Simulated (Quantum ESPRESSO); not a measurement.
Quantum ESPRESSO is run on CdAsP (I2_12_12_1, 6 atoms in the cell), and the run fails. The aim is a self-consistent single point with DFT, PBEsol, plane waves, GBRV 1.5 ultrasoft (PBESOL) pseudopotentials.

This input was run:

```fortran
&CONTROL
   calculation = 'SCF-run',
   prefix = 'pwscf',
   outdir = './tmp',
   pseudo_dir = './',
   tprnfor = .true.,
   tstress = .true.,
/
&SYSTEM
   ibrav = 0,
   nat = 6,
   ntyp = 3,
   ecutwfc = 40,
   ecutrho = 200,
   occupations = 'smearing',
   smearing = 'gaussian',
   degauss = 0.0036749,
/
&ELECTRONS
   conv_thr = 1.0d-9,
/
ATOMIC_SPECIES
Cd   112.4140  cd_pbesol_v1.uspp.F.UPF
P     30.9738  p_pbesol_v1.5.uspp.F.UPF
As    74.9216  as_pbesol_v1.uspp.F.UPF
ATOMIC_POSITIONS {crystal}
Cd    0.2500000000    0.3894100000    0.1394100000
Cd    0.7500000000    0.1105900000    0.3605900000
P     0.5737000000    0.8237000000    0.7500000000
P     0.9263000000    0.6763000000    0.2500000000
As    0.9356500000    0.7500000000    0.6856500000
As    0.5643500000    0.2500000000    0.8143500000
K_POINTS {automatic}
5 5 5  0 0 0
CELL_PARAMETERS {angstrom}
  -2.3209800000     3.9323050000     4.0614600000
   2.3209800000    -3.9323050000     4.0614600000
   2.3209800000     3.9323050000    -4.0614600000
```

Output, abridged:

```
     This program is part of the open-source Quantum ESPRESSO suite
     for quantum simulation of materials; please cite

 %%%%%%%%%%%%%%%%%%%%%%%%%%%%%%%%%%%%%%%%%%%%%%%%%%%%%%%%%%%%%%%%%%%%%%%%%%%%%%
     Error in routine  control_checkin (1):
      calculation "SCF-run" not allowed
 %%%%%%%%%%%%%%%%%%%%%%%%%%%%%%%%%%%%%%%%%%%%%%%%%%%%%%%%%%%%%%%%%%%%%%%%%%%%%%

     stopping ...
```

Task: Read the log: what does the program object to, and what is the fix?

Result: The fault is a value that the program does not know. The key takes a closed list of words, and names differ between codes. To fix it, use one of the words that the key accepts. The program stopped before any SCF iteration.

An input that runs soundly differs in these lines (not the only fix; some lines may just follow from the change or write a value another way):
```diff
-   calculation = 'SCF-run',
+   calculation = 'scf',
```

With that input, the run converged in 10 iterations: free energy E − TS -4624.6975 eV; top of the valence band (on the code's own zero) 5.90 eV; gap on the k-point mesh 0.48 eV; pressure -2.88 GPa; largest force (vector length) 0.061 eV/Å (DFT, PBEsol, plane waves, GBRV 1.5 ultrasoft (PBESOL) pseudopotentials).

On the sound input: the starting cell comes from a database of computed structures (which also holds hypothetical and non-ambient phases and stackings), without a prior relaxation at this level.
